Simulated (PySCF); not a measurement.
PySCF 2.14.0, PBE/def2-svp, df: W(O)(NH)(Br)(Me) ([CH3][W](=[NH])(=[O])[Br]), 9 atoms. The geometry is a generated start, not checked to be a minimum at this level.

```json
{
  "task": "energy",
  "method": "pbe",
  "basis": "def2-svp",
  "two_electron_scheme": "density fitting",
  "mol.max_memory": "3000 MB",
  "mf.max_cycle": "100",
  "mf.init_guess": "minao (default)",
  "mf.DIIS": "CDIIS (default)",
  "mf.diis_space": "8 (default)",
  "mf.conv_tol": "1e-09 (default)",
  "mf.grids.level": "3 (default)",
  "effective_core_potentials": "those of the basis set, past Kr",
  "basis_functions": "126",
  "grid_points": "126072"
}
```

```xyz
9

W      0.5282     0.4683    -0.5124
O      2.1518     0.5648    -0.0914
N      0.0975    -0.5181    -1.9347
H      0.1575    -1.0965    -2.7769
Br    -0.4247     2.6674    -0.7309
C     -0.4693    -0.4325     1.2382
H     -0.7483    -1.4984     1.2499
H     -1.4206     0.1288     1.4000
H      0.1279    -0.2838     2.1581
```

Charge 0 and multiplicity 1 are set for this test and not shown to be the ground state.

One run each on 2 threads, 1 BLAS thread. Values of level_shift (Hartree) tried: 0 (default), 0.1, 0.3, 1.

Problem. Predict the course of the Fock builds along this series.

Solution. Fewest Fock builds, within one of each other: 0 (default) with 16, 0.1 with 16. The count rises to 52 at 1. All converge to one solution.

```csv
level_shift (Hartree),Fock builds,end
0 (default),16,same solution
0.1,16,same solution
0.3,21,same solution
1,52,same solution
```
